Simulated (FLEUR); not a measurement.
Band structure of Ti3Al (P6_3/mmc, 8 atoms in the cell).

```
CELL_PARAMETERS angstrom
      5.66608     0.00000     0.00000
     -2.83304     4.90697     0.00000
      0.00000     0.00000     4.56480
ATOMIC_POSITIONS crystal
  Ti 0.82990 0.65980 0.25000
  Ti 0.17010 0.34020 0.75000
  Ti 0.17010 0.82990 0.75000
  Ti 0.82990 0.17010 0.25000
  Ti 0.34020 0.17010 0.25000
  Ti 0.65980 0.82990 0.75000
  Al 0.33333 0.66667 0.25000
  Al 0.66667 0.33333 0.75000
```

Level of theory: PBE, all-electron FLAPW (FLEUR), scalar-relativistic valence in FLEUR.

Settings: Kmax = 4.1 1/bohr; GmaxXC = 16.4 1/bohr; xcFunctional = pbe; jspins = 1; l_soc = F; mode = hist; fermiSmearingEnergy = 0.00367493 Htr; mesh (inpgen div1-3) = 5 5 5; inpgen gamma flag = false; Gmax = 16.4 1/bohr; numbands = 0; maxIterBroyd = 99; imix = Anderson; alpha = 0.05.

The starting cell comes from a database of computed structures (which also holds hypothetical and non-ambient phases and stackings), without a prior relaxation at this level. Its lattice was rescaled by a random factor within 2.5 % of one. Spin polarisation is off. Values depend on the basis (sphere radii, cutoffs, local orbitals), which need not be converged.

Levels in eV from the Fermi level, bands 36 to 43:
```csv
point,36,37,38,39,40,41,42,43
Γ,-1.03,-1.03,-0.57,-0.24,0.03,0.72,0.73,0.73
M,-0.87,-0.62,-0.42,-0.40,0.51,0.53,0.70,0.74
K,-0.62,-0.62,-0.20,-0.20,0.31,0.49,0.49,1.00
A,-0.72,-0.56,-0.56,-0.12,-0.12,0.50,0.50,0.50
L,-0.40,-0.19,-0.19,0.00,0.00,0.24,0.24,0.68
H,-0.47,-0.37,-0.37,-0.16,-0.16,0.56,0.56,0.88
```
